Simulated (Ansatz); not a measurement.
A calculation on rutile IrO2 returned lattice constant a 4.503 Å, lattice parameter c 3.172 Å, equilibrium volume per atom 10.72 Å³/atom, bulk modulus 273 GPa, cohesive energy 5.57 eV/atom.

For reference: lattice constant a 4.505 Å (measured, room temperature, no zero-point or thermal correction; as tabulated in Hiroi (2015), arXiv:1503.02262); lattice parameter c 3.159 Å (measured, room temperature, not corrected to a static lattice; as tabulated in Hiroi (2015), arXiv:1503.02262).

Which level of theory produced these numbers?
A. PBE-D3(BJ) (Ansatz, a program for electronic structure)
B. rVV10 (Ansatz)
C. PBE (Ansatz)
D. RPBE (Ansatz)

A, PBE-D3(BJ) (Ansatz)

The others give: rVV10 4.550 Å, 3.215 Å, 11.10 Å³/atom, 254 GPa, 5.47 eV/atom; PBE 4.529 Å, 3.180 Å, 10.87 Å³/atom, 262 GPa, 5.32 eV/atom; RPBE 4.567 Å, 3.192 Å, 11.09 Å³/atom, 243 GPa, 4.73 eV/atom.

Unless a cell is named, each level is at its own relaxed cell (PBE 10.87, PBE-D3(BJ) 10.72, RPBE 11.09, rVV10 11.09 Å³/atom).

The crystal itself was run without spin with rVV10, PBE, RPBE, PBE-D3(BJ); a magnetic state was not tried in these runs.

Ansatz's density-functional and Hartree–Fock values are scalar-relativistic unless marked +SOC, with PAW data made under PBE.
